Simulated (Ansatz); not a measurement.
Worked example: self-consistent single point of ZnCu3 (P-6m2, 4 atoms in the cell) in Ansatz (an electronic-structure program).

Computed with LDA (PW92), PAW files made with PBE (plane waves; Ansatz).

The change in words: lattice scaled by 0.98. Reference geometry:
```xyz
4
Lattice="2.5615 0.0000 0.0000 -1.2807 2.2183 0.0000 0.0000 0.0000 8.3976" Properties=species:S:1:pos:R:3 pbc="T T T"
Zn     1.2807     0.7394     0.0000
Cu     1.2807     0.7394     4.1988
Cu     0.0000     1.4789     2.1336
Cu     0.0000     1.4789     6.2640
```

Reference input (self-consistent single point, DFT, LDA (PW92), plane waves, PAW files made with PBE): kpoints.mp_grid.grid = 12 12 3; hamiltonian.xc = lda; hamiltonian.pseudopotentials = {kind: paw} (the program's default PAW files); scf.occupations.method = gaussian; scf.occupations.width = 0.1 eV. This run's input differs from it in these lines:

Ansatz 0.2 input:
```diff
@@ -3,10 +3,10 @@
   lattice:
-    - [2.56146000, 0.00000000, 0.00000000]
-    - [-1.28073000, 2.21828900, 0.00000000]
-    - [0.00000000, 0.00000000, 8.39759000]
+    - [2.51023100, 0.00000000, 0.00000000]
+    - [-1.25511500, 2.17392300, 0.00000000]
+    - [0.00000000, 0.00000000, 8.22963800]
   atoms:
-    - { symbol: Zn, position_ang: [1.28073128, 0.73942893, 0.00000000] }
-    - { symbol: Cu, position_ang: [1.28073128, 0.73942893, 4.19879500] }
-    - { symbol: Cu, position_ang: [-0.00000128, 1.47886007, 2.13357569] }
-    - { symbol: Cu, position_ang: [-0.00000128, 1.47886007, 6.26401431] }
+    - { symbol: Zn, position_ang: [1.25511692, 0.72464028, 0.00000000] }
+    - { symbol: Cu, position_ang: [1.25511692, 0.72464028, 4.11481900] }
+    - { symbol: Cu, position_ang: [-0.00000092, 1.44928272, 2.09090413] }
+    - { symbol: Cu, position_ang: [-0.00000092, 1.44928272, 6.13873387] }
 kpoints:
```

Output (repeated stretches shortened):

```
SCF iter   1: F=—  HF=-22919.416808 eV  |F-HF|=—  |Δ(HF+E_count)|=         —  Δρ=3.62e-1  dr2=5.03e1  ethr=3.10e-3  ⟨swp⟩=6.3  Hψ=6904  notcnv=0  defer=5
all-band conjugate gradients solve this SCF's bands
preconditioner: auto → Kerker (q_TF=auto, 2.931 Å⁻¹)
SCF iter   2: F=—  HF=-22914.760877 eV  |F-HF|=—  |Δ(HF+E_count)|=    4.66e0  Δρ=1.14e-1  dr2=9.48e0  ethr=3.10e-3  ⟨swp⟩=2.1  Hψ=3424  notcnv=0  defer=74
   [... lines left out ...]
SCF iter  11: F=—  HF=-22913.496838 eV  |F-HF|=—  |Δ(HF+E_count)|=   2.08e-5  Δρ=1.28e-4  dr2=6.91e-6  ethr=3.42e-7  ⟨swp⟩=1.2  Hψ=1547  notcnv=0  defer=75
SCF iter  12: F=—  HF=-22913.496844 eV  |F-HF|=—  |Δ(HF+E_count)|=   5.83e-6  Δρ=6.33e-5  dr2=1.33e-6  ethr=1.00e-8  ⟨swp⟩=2.0  Hψ=2166  notcnv=0  defer=75
SCF iter  13: F=—  HF=-22913.496844 eV  |F-HF|=—  |Δ(HF+E_count)|=   3.18e-7  Δρ=1.89e-5  dr2=1.34e-7  ethr=1.92e-9  ⟨swp⟩=2.0  Hψ=2351  notcnv=0  defer=75
SCF iter  14: F=-22913.496843 eV  HF=-22913.496843 eV  |F-HF|=1.23e-8  |Δ(HF+E_count)|=   9.06e-9  Δρ=5.24e-6  dr2=1.59e-8  ethr=1.45e-10  ⟨swp⟩=10.1  Hψ=6563  notcnv=0
SCF 1 converged in 14 iterations: F = -22913.496843 eV  dr2 = 1.59e-8
Free energy (F): -22913.496843 eV
Internal energy: -22913.489482 eV  (E = F + TS)
E sigma→0 (E₀):  -22913.493162 eV
Entropy (-TS):   -0.007362 eV (-1.840 meV/atom)
Fermi energy:    16.675906 eV
--- Forces (eV/Å), atoms counted from 1 ---
  atom   1  Zn     0.00000000    -0.00000000     0.00000000
  atom   2  Cu    -0.00000000     0.00000000     0.00000000
  atom   3  Cu     0.00000000    -0.00000000     0.02900552
  atom   4  Cu     0.00000000     0.00000000    -0.02900552
--- Stress (GPa, compression-positive) ---
        3.642341      -0.000000       0.000000
       -0.000000       3.642341       0.000000
        0.000000       0.000000      -1.006224
  P = ⅓ Tr σ = 2.0928 GPa (20.928 kbar)
  The stress holds the Pulay correction. Without it, at fixed plane waves, as pw.x and ABINIT print it: P = 1.9968 GPa
```

The run converged in 14 iterations. Against the reference run the free energy drops by 12.5 meV/atom, the pressure goes from -7.20 to 2.09 GPa and the largest force goes from 0.075 to 0.029 eV/Å.

The starting cell comes from a database of computed structures (which also holds hypothetical and non-ambient phases and stackings), without a prior relaxation at this level. For this run, on top of that: lattice scaled by 0.98. Spin polarisation is off. Ansatz's pressure includes its estimate of the finite-basis (Pulay) stress.
